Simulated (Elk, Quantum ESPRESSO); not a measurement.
A Quantum ESPRESSO input for a self-consistent single point of Nb3Au (Pm-3n, 8 atoms in the cell) (DFT, PBEsol, plane waves, GBRV 1.5 ultrasoft (PBESOL) pseudopotentials):

```fortran
&control
   calculation = 'scf'
   prefix = 'nb3au'
   outdir = './work'
   pseudo_dir = './'
   tprnfor = .true.
   tstress = .true.
/
&system
   ibrav = 0
   nat = 8
   ntyp = 2
   ecutwfc = 40
   ecutrho = 320
   occupations = 'smearing'
   smearing = 'fermi-dirac'
   degauss = 0.0036749
/
&electrons
   conv_thr = 1e-10
/
ATOMIC_SPECIES
Nb    92.9064  nb_pbesol_v1.uspp.F.UPF
Au   196.9666  au_pbesol_v1.uspp.F.UPF
ATOMIC_POSITIONS crystal
Nb    0.5000000000    0.2500000000    0.0000000000
Nb    0.5000000000    0.7500000000    0.0000000000
Nb    0.2500000000    0.0000000000    0.5000000000
Nb    0.7500000000    0.0000000000    0.5000000000
Nb    0.0000000000    0.5000000000    0.2500000000
Nb    0.0000000000    0.5000000000    0.7500000000
Au    0.5000000000    0.5000000000    0.5000000000
Au    0.0000000000    0.0000000000    0.0000000000
K_POINTS automatic
5 5 5  0 0 0
CELL_PARAMETERS angstrom
   5.2934200000     0.0000000000     0.0000000000
   0.0000000000     5.2934200000     0.0000000000
   0.0000000000     0.0000000000     5.2934200000
```

Task: Give the Elk input for the same structure, mesh, smearing and functional.

Result: One input that does it (others would too):

```
tasks
  0

xctype
  22

swidth
  0.00183747

maxscl
  100

avec
   10.0031140626    0.0000000000    0.0000000000
    0.0000000000   10.0031140626    0.0000000000
    0.0000000000    0.0000000000   10.0031140626

sppath
  'species/'

atoms
  2
  'Nb.in'
  6
  0.5000000000  0.2500000000  0.0000000000    0.0 0.0 0.0
  0.5000000000  0.7500000000  0.0000000000    0.0 0.0 0.0
  0.2500000000  0.0000000000  0.5000000000    0.0 0.0 0.0
  0.7500000000  0.0000000000  0.5000000000    0.0 0.0 0.0
  0.0000000000  0.5000000000  0.2500000000    0.0 0.0 0.0
  0.0000000000  0.5000000000  0.7500000000    0.0 0.0 0.0
  'Au.in'
  2
  0.5000000000  0.5000000000  0.5000000000    0.0 0.0 0.0
  0.0000000000  0.0000000000  0.0000000000    0.0 0.0 0.0

ngridk
  5 5 5
```

Basis, cutoffs, solver keys and any potentials are the target program's own. This input uses DFT, PBEsol, all-electron FP-LAPW, Elk's shipped species files, default APW+lo basis.

The starting cell comes from a database of computed structures (which also holds hypothetical and non-ambient phases and stackings), without a prior relaxation at this level. Its lattice was rescaled by a random factor within 2.5 % of one.
